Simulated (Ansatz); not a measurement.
Ge under a change: pressure 9 GPa

Base system: Ge in the diamond structure (space group Fd-3m, No. 227; a = 5.762 Å).

Now apply this change: cell and atoms relaxed at a pressure of 9 GPa.

The values are results of PBE (Ansatz, a first-principles code), no SOC, earlier PAW set, not measurements. Γ-centred 14×14×14 mesh, Fermi–Dirac width 0.05 eV.

```csv
quantity,base,changed,shift
volume per atom,23.92 Å³,21.30 Å³,-2.62 Å³
lattice parameter a,5.762 Å,5.544 Å,-0.218 Å
shortest interatomic distance,2.495 Å,2.401 Å,-0.0946 Å
enthalpy H = E + PV relative to the base's energy,–,+1.26 eV/atom,–
band gap,zero,0.37 eV,–
gap character,absent,"indirect, Γ → L",–
electron mass,–,"1.7 mₑ along k, 0.080 mₑ across (at L)",–
"hole mass (degenerate bands, along [100])",–,"0.029, 0.21, 0.21 mₑ (at Γ)",–
"valley order (the lowest conduction-band minima on the path, energy above the VBM, named in the base's zone)",–,"L along ⟨111⟩ 0.37 eV; a point along ⟨100⟩, about 0.9 Å⁻¹ from Γ 0.47 eV; Γ 0.60 eV",–
```

Load acts through the strain it causes; cell and atoms are relaxed under it. Masses are band curvatures over ±0.01 Å⁻¹ around the edge. Along k means along the line from Γ to the band edge. Stability against distortions was not tested. Tetrahedral semiconductors of this kind turn to denser phases somewhere between about 1 and 50 GPa; those were not computed, so compressed cells here can lie past the real transition. A zero or small gap of Ge can be the functional's error rather than a property of the material.
